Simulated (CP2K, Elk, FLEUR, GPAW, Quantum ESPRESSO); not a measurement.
**One structure in several programs: CeO2 (Fm-3m, 3 atoms in the cell)**

Self-consistent single point.

```yaml
crystal:
  lattice:
    - [3.87960, 0.00000, 0.00000]
    - [1.93980, 3.35983, 0.00000]
    - [1.93980, 1.11994, 3.16768]
  atoms:
    - { symbol: Ce, position: [0.00000, 0.00000, 0.00000] }
    - { symbol: O, position: [0.25000, 0.25000, 0.25000] }
    - { symbol: O, position: [0.75000, 0.75000, 0.75000] }
```

All programs got the same cell, k-point mesh and kind of occupations (in CP2K's words: SMEAR/METHOD = FERMI_DIRAC); potentials, basis and cutoffs are each program's usual ones.

```json
[
 {"code": "CP2K", "model": "PBE, GPW, DZVP-MOLOPT-SR-GTH basis, GTH-PBE potentials (GTH_POTENTIALS)", "gap on the mesh (eV)": "1.849", "k-points": "172", "cutoff": "grid 800 Ry"},
 {"code": "Quantum ESPRESSO", "model": "PBE, SSSP 1.1.2 precision (PBE) pseudopotentials", "gap on the mesh (eV)": "1.861", "k-points": "20", "cutoff": "65 Ry"},
 {"code": "GPAW", "model": "PBE, GPAW PAW datasets PBE (gpaw-data 1.0.1)", "gap on the mesh (eV)": "1.833", "k-points": "20", "cutoff": "900 eV"},
 {"code": "FLEUR", "model": "PBE, all-electron FLAPW (FLEUR), scalar-relativistic valence", "gap on the mesh (eV)": "1.910", "k-points": "20", "cutoff": "Kmax 4 1/bohr"},
 {"code": "Elk", "model": "PBE, all-electron FP-LAPW, Elk's shipped species files, APW+lo basis with extra local orbitals", "gap on the mesh (eV)": "1.922", "k-points": "20", "cutoff": "rgkmax 8"}
]
```

Gaps are read on the mesh.

The spread over the programs that give each value: gap on the mesh within 0.089 eV.

The starting cell comes from a database of computed structures (which also holds hypothetical and non-ambient phases and stackings), without a prior relaxation at this level. Its lattice was rescaled by a random factor within 2.5 % of one. On CP2K's run: Spin-orbit coupling is off. The f electrons are in the valence without U or exact exchange, which can misplace them near the Fermi level. Spin-orbit terms, which matter for f shells, are left out. Values carry the incompleteness of an atom-centred basis.

Question: Why do the programs differ, and what cannot be compared?

Answer: Differences of this kind can come from the potentials, where these differ, and from what each basis and cutoff leave unconverged. The zero of total energies and Fermi levels follows the potentials and each program's conventions, so they are not compared here. CP2K uses small atom-centred bases, whose incompleteness enters pressures, forces and empty levels differently from a plane-wave cutoff. FLEUR and Elk treat all electrons, but the usual bases taken here (sphere radii, linearisation, local orbitals, empty states) were not tested for convergence, so the values are no reference for the others. The programs reduce the same mesh by symmetry to different extents, which changes the work and not the result.

Left out of this page: Ansatz (with a known weakness of the program).
